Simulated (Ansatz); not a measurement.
The starting structures come from a database of crystals and need not be the phases stable at ambient conditions.

 Where the default PAW files enter, the runs use the earlier of Ansatz's two default sets.

Evanescent states of NaNbSe2 (P6_3/mmc, not sure to be the ambient phase, 8 atoms a cell, 20.5 Å³ an atom, -3 GPa at this level) along the normal of (001)

Computed with PBEsol (plane waves, PAW; Ansatz, a program for electronic structure).

The gap is the functional's own, uncorrected, and κ follows it; spin-orbit coupling is left out. Mid-gap values are interpolated between the computed energies.

Energies count from the valence-band top; κ is the least over a 12×12 mesh across the current.

| E (eV) | κ (1/Å) | where |
|---|---|---|
| 0.03 | 0.062 | Γ |
| 0.07 | 0.108 | Γ |
| 0.12 | 0.141 | Γ |
| 0.17 | 0.167 | off Γ |
| 0.23 | 0.156 | off Γ |
| 0.28 | 0.143 | off Γ |
| 0.33 | 0.129 | off Γ |
| 0.38 | 0.111 | off Γ |
| 0.42 | 0.089 | off Γ |
| 0.47 | 0.055 | off Γ |

Problem. How thick must the barrier be to attenuate the transmission by 10^6 when the electrodes' Fermi level lies at 0.28 eV, and what attenuation does that film give at 0.38 eV?

Solution. d = 6 ln 10 / (2 × 0.143) = 48.3 Å. At 0.38 eV it gives 6 × 0.111/0.143 = 4.7 decades.
